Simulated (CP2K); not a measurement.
Band structure of CsPbBr3 (Pm-3m, 5 atoms in the cell).

```yaml
crystal:
  lattice:
    - [6.07653, 0.00000, 0.00000]
    - [0.00000, 6.07653, 0.00000]
    - [0.00000, 0.00000, 6.07653]
  atoms:
    - { symbol: Cs, position: [0.00000, 0.00000, 0.00000] }
    - { symbol: Pb, position: [0.50000, 0.50000, 0.50000] }
    - { symbol: Br, position: [0.50000, 0.50000, 0.00000] }
    - { symbol: Br, position: [0.00000, 0.50000, 0.50000] }
    - { symbol: Br, position: [0.50000, 0.00000, 0.50000] }
```

Method of the run: CP2K with PBE, GPW, DZVP-MOLOPT-SR-GTH basis, GTH-PBE potentials (GTH_POTENTIALS).

Settings: CUTOFF = 500 Ry; REL_CUTOFF = 60 Ry; SMEAR/METHOD = FERMI_DIRAC; ELECTRONIC_TEMPERATURE = 116.05 K; KPOINTS/SCHEME = MONKHORST-PACK 5 5 5; XC_FUNCTIONAL = PBE; Cs/BASIS_SET = DZVP-MOLOPT-SR-GTH-q9; Cs/POTENTIAL = GTH-PBE-q9; Pb/BASIS_SET = DZVP-MOLOPT-SR-GTH-q4; Pb/POTENTIAL = GTH-PBE-q4; Br/BASIS_SET = DZVP-MOLOPT-SR-GTH-q7; Br/POTENTIAL = GTH-PBE-q7; METHOD = GPW; EPS_DEFAULT = 1e-10.

The starting cell comes from a database of computed structures (which also holds hypothetical and non-ambient phases and stackings), without a prior relaxation at this level. Its lattice was rescaled by a random factor within 2.5 % of one. Spin-orbit coupling is off. Values carry the incompleteness of an atom-centred basis.

**Question.** Predict the gap along the standard path and the places of the band edges.

**Answer.** The gap along the path is 1.98 eV, direct at R to within 0.01 eV.

Levels in eV from the top of the valence band on the SCF mesh, bands 14 to 18:
```csv
point,14,15,16,17,18
Γ,-0.90,-0.84,-0.84,-0.84,4.11
X,-0.99,-0.91,-0.91,-0.63,3.27
M,-1.10,-1.10,-0.52,-0.05,2.89
R,-0.51,-0.51,-0.51,0.47,2.45
```

Higher empty bands are left out: an atom-centred basis made for the valence describes them poorly.
